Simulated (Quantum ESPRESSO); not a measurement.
Worked example: self-consistent single point of Cu2Se (F-43m, 3 atoms in the cell) in Quantum ESPRESSO.

Level of theory: LDA (PZ)+U, PSlibrary PAW (LDA) pseudopotentials (plane waves; Quantum ESPRESSO 7.5).

```
Cu2Se
1.0
    0.00000     2.86479     2.86479
    2.86479     0.00000     2.86479
    2.86479     2.86479     0.00000
Cu Se
2 1
Direct
  0.50000   0.50000   0.50000
  0.25000   0.25000   0.25000
  0.00000   0.00000   0.00000
```

Reference input (self-consistent single point, DFT, LDA (PZ), plane waves, PSlibrary PAW (LDA) pseudopotentials): ecutwfc = 55 Ry; ecutrho = 330 Ry; occupations = smearing; smearing = methfessel-paxton; degauss = 0.0147 Ry; potentials = {Cu: Cu.pz-dn-kjpaw_psl.1.0.0.UPF, Se: Se.pz-n-kjpaw_psl.1.0.0.UPF}; K_POINTS = automatic 8 8 8 0 0 0; conv_thr = 1e-10 Ry; mixing_beta = 0.4. This run's input differs from it in these lines:

```diff
@@ -35,2 +35,4 @@
    2.8647880000     2.8647880000     0.0000000000
+HUBBARD {ortho-atomic}
+U Cu-3d 2
```

Log, with long lists cut:

```
     Self-consistent Calculation

     iteration #  1     ecut=    55.00 Ry     beta= 0.40

     =================== HUBBARD OCCUPATIONS ===================
     ------------------------ ATOM    1 ------------------------
     Tr[ns(  1)] =   9.84967
     eigenvalues:
       0.983  0.983  0.983  0.988  0.988
     ------------------------ ATOM    2 ------------------------
     Tr[ns(  2)] =   9.68980
     eigenvalues:
       0.957  0.957  0.957  0.987  0.987

     Number of occupied Hubbard levels =   19.5395

     Threshold (ethr) on eigenvalues was too large:
     Diagonalizing with lowered threshold

   [... lines left out ...]
     Possible cause: smearing is larger than the electronic band-gap.

     total energy              =    -598.80527161 Ry
     estimated scf accuracy    <       0.01823715 Ry

     iteration #  3     ecut=    55.00 Ry     beta= 0.40

     total energy              =    -598.80748824 Ry
     estimated scf accuracy    <       0.00191234 Ry

   [... 7 blocks of this kind left out ...]

     iteration # 11     ecut=    55.00 Ry     beta= 0.40

     total energy              =    -598.80764068 Ry
     estimated scf accuracy    <          2.1E-10 Ry

     iteration # 12     ecut=    55.00 Ry     beta= 0.40
     End of self-consistent calculation

     =================== HUBBARD OCCUPATIONS ===================
     ------------------------ ATOM    1 ------------------------
     Tr[ns(  1)] =   9.81153
     eigenvalues:
       0.979  0.979  0.979  0.985  0.985
     ------------------------ ATOM    2 ------------------------
     Tr[ns(  2)] =   9.70604
     eigenvalues:
       0.959  0.959  0.959  0.987  0.987

     Number of occupied Hubbard levels =   19.5176

     the Fermi energy is     9.3969 ev

!    total energy              =    -598.80764068 Ry
     estimated scf accuracy    <          5.0E-13 Ry
     smearing contrib. (-TS)   =       0.00015445 Ry
     internal energy E=F+TS    =    -598.80779513 Ry

     Hubbard energy            =       0.03441739 Ry

     convergence has been achieved in  12 iterations

   [... lines left out ...]
   [... zero for the other atoms too ...]

     Total force =     0.000000     Total SCF correction =     0.000000

          total   stress  (Ry/bohr**3)                   (kbar)     P=      -48.77
  -0.00033156   0.00000000   0.00000000          -48.77        0.00        0.00
   0.00000000  -0.00033156   0.00000000            0.00      -48.77        0.00
   0.00000000   0.00000000  -0.00033156            0.00        0.00      -48.77

   JOB DONE.
```

The run converged in 12 iterations. Against the reference run the pressure goes from -5.65 to -4.88 GPa.

The starting cell comes from a database of computed structures (which also holds hypothetical and non-ambient phases and stackings), without a prior relaxation at this level. Its lattice was rescaled by a random factor within 2.5 % of one. Spin polarisation is off. The U value is a test value, and with U on an open shell several self-consistent states can exist. With a pressure of about -5 GPa the cell is away from its equilibrium volume at this level. The run gives no clean gap (levels at the Fermi energy touch, overlap or are partly filled at this smearing), which alone does not show that the compound is a metal.
